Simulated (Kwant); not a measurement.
Computed with Kwant: Hückel tight-binding model, one pz orbital an atom, one spin, coherent transport at 0 K. Conductance is in e²/h.

Model system: π system c1ccc2cc3ccccc3cc2c1 between two chain leads. The π system is taken as planar. Atoms are numbered from 0 in the order of the SMILES. Site energies (eV, carbon 0): [0.0, 0.0, 0.0, 0.0, 0.0, 0.0, 0.0, 0.0, 0.0, 0.0, 0.0, 0.0, 0.0, 0.0]. Bonds (i, j, β in eV): (0,1,-3) (1,2,-3) (2,3,-3) (3,4,-3) (4,5,-3) (5,6,-3) (6,7,-3) (7,8,-3) (8,9,-3) (9,10,-3) (10,11,-3) (11,12,-3) (12,13,-3) (13,0,-3) (12,3,-3) (10,5,-3). Leads: chains of hopping −4.5 eV, joined by −0.9 eV to atoms 0 and 7.

Site energies and bond integrals are typed Hückel values.

Sweep values stay those of the base run.

One input was changed, with this effect: transmission at E = 0 0.00090 → < 1e-12.

Question: Which change was it?
(A) contacts moved from atoms [0, 7] to [2, 11]
(B) contacts moved from atoms [0, 7] to [0, 8]
(C) contacts moved from atoms [0, 7] to [2, 13]
(D) contacts moved from atoms [0, 7] to [4, 11]
(E) contacts moved from atoms [0, 7] to [0, 13]
(F) contacts moved from atoms [0, 7] to [0, 9]

Answer: B, contacts moved from atoms [0, 7] to [0, 8]
